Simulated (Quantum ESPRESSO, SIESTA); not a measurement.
A SIESTA input for a self-consistent single point of Y₂GaNi₂ (Immm, 5 atoms in the cell) (DFT, GGA PBEsol, numerical atomic orbitals DZP, PseudoDojo PBEsol standard norm-conserving potentials (rewritten from UPF to PSML)):

```
# files in the folder: Y.psml Ga.psml Ni.psml (PseudoDojo PBEsol standard)
SystemName  Y2GaNi2
SystemLabel y2gani2

NumberOfAtoms                5
NumberOfSpecies              3
%block ChemicalSpeciesLabel
  1 39 Y
  2 31 Ga
  3 28 Ni
%endblock ChemicalSpeciesLabel
LatticeConstant              5.335213 Ang
%block LatticeVectors
    -0.390909416    0.499593924    0.773043176
     0.390909416   -0.499593924    0.773043176
     0.390909416    0.499593924   -0.773043176
%endblock LatticeVectors
AtomicCoordinatesFormat      Fractional
%block AtomicCoordinatesAndAtomicSpecies
     0.702130000    0.202130000    0.500000000  1
     0.297870000    0.797870000    0.500000000  1
     0.000000000    0.000000000    0.000000000  2
     0.267590000    0.500000000    0.767590000  3
     0.732410000    0.500000000    0.232410000  3
%endblock AtomicCoordinatesAndAtomicSpecies

XC.functional                GGA
XC.authors                   PBEsol
PAO.BasisSize                DZP
PAO.EnergyShift              0.005 Ry
MeshCutoff                   300 Ry
%block kgrid.MonkhorstPack
    6   0   0  0.0
    0   6   0  0.0
    0   0   6  0.0
%endblock kgrid.MonkhorstPack
OccupationFunction           FD
ElectronicTemperature        100.0 meV

MaxSCFIterations             150
SCF.Mixer.Method             Pulay
SCF.Mixer.Weight             0.2
SCF.Mixer.History            8
SCF.DM.Tolerance             1.0E-04
Diag.ParallelOverK           true
WriteForces                  true
Charge.Mulliken              end
```

Give the Quantum ESPRESSO input for the same structure, mesh, smearing and functional.

This is the input that was run; spellings and numerical settings could be chosen otherwise.

```fortran
&control
 calculation = 'scf'
 prefix = 'y2gani2'
 outdir = './tmp'
 pseudo_dir = './'
 tprnfor = .true.
 tstress = .true.
/
&system
 ibrav = 0
 nat = 5
 ntyp = 3
 ecutwfc = 50
 ecutrho = 400
 occupations = 'smearing'
 smearing = 'fd'
 degauss = 0.0073499
/
&electrons
 conv_thr = 1.0d-10
 mixing_beta = 0.7
/
ATOMIC_SPECIES
Y     88.9058  y_pbesol_v1.4.uspp.F.UPF
Ga    69.7230  ga_pbesol_v1.4.uspp.F.UPF
Ni    58.6934  ni_pbesol_v1.4.uspp.F.UPF
ATOMIC_POSITIONS crystal
Y     0.7021300000    0.2021300000    0.5000000000
Y     0.2978700000    0.7978700000    0.5000000000
Ga    0.0000000000    0.0000000000    0.0000000000
Ni    0.2675900000    0.5000000000    0.7675900000
Ni    0.7324100000    0.5000000000    0.2324100000
K_POINTS automatic
6 6 6  0 0 0
CELL_PARAMETERS angstrom
  -2.0855850000     2.6654400000     4.1243500000
   2.0855850000    -2.6654400000     4.1243500000
   2.0855850000     2.6654400000    -4.1243500000
```

Basis, cutoffs, solver keys and any potentials are the target program's own. This input uses DFT, PBEsol, plane waves, GBRV 1.5 ultrasoft (PBESOL) pseudopotentials.

The starting cell comes from a database of computed structures (which also holds hypothetical and non-ambient phases and stackings), without a prior relaxation at this level.
